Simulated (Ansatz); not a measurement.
**Ga2O3, response to strain**

Base system: Ga2O3 in the corundum structure (space group R-3c, No. 167; a = 5.0577 Å, c = 13.6230 Å (hexagonal axes)). Axes: x lies along a and z along c of the hexagonal cell.

Strains are applied to the cell and any free atomic positions relax; under biaxial strain the out-of-plane vector relaxes too.

Calculations: DFT with PBE, PAW potentials and a 420 eV plane-wave cutoff in Ansatz (an electronic-structure program), no spin-orbit coupling.

Notes on the quantities. in-plane stress: mean in-plane stress (compression positive).

| change | in-plane stress | electron mass | shortest interatomic distance |
|---|---|---|---|
| base | – | 0.21 mₑ (at Γ) | 1.952 Å |
| biaxial strain −3.00 %, plane normal [001], relaxed out of plane | +14.2 GPa | 0.22 mₑ out of plane, 0.24 mₑ in plane (at Γ) | 1.922 Å |
| biaxial strain −2.25 %, plane normal [001], relaxed out of plane | +10.4 GPa | 0.23 mₑ (at Γ) | 1.929 Å |
| biaxial strain −1.50 %, plane normal [001], relaxed out of plane | +6.8 GPa | 0.22 mₑ (at Γ) | 1.937 Å |
| biaxial strain −0.75 %, plane normal [001], relaxed out of plane | +3.3 GPa | 0.22 mₑ (at Γ) | 1.944 Å |

The levels and masses belong to the bands next to the band gap. Effective masses come from finite differences of ±0.01 Å⁻¹. No phonon test of stability was made.
